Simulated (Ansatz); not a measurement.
The parent structure is Re in the hcp (Mg type) structure (space group P6_3/mmc, No. 194; a = 2.7764 Å, c = 4.4809 Å; relaxed with 0.1 eV smearing). Axes: x lies along a and z along c of the hexagonal cell.

Computed with PBE (Ansatz, a first-principles code, PAW, scalar-relativistic without spin-orbit coupling).

Base values:

```
Quantity            Value
---------------  --------
Volume per atom  14.96 Å³
```

Modification: biaxial strain +0.50 %, plane normal [001], relaxed out of plane (Cartesian); in-plane vectors clamped, the third vector and the atoms free.

### Question
What does the calculation give for the volume per atom and in-plane stress after the change?

### Answer
The volume per atom increases by 0.10 Å³ to 15.06 Å³; the mean in-plane stress (compression positive) comes out as -3.5 GPa.

No phonon test of stability was made. All final runs are without spin polarisation.
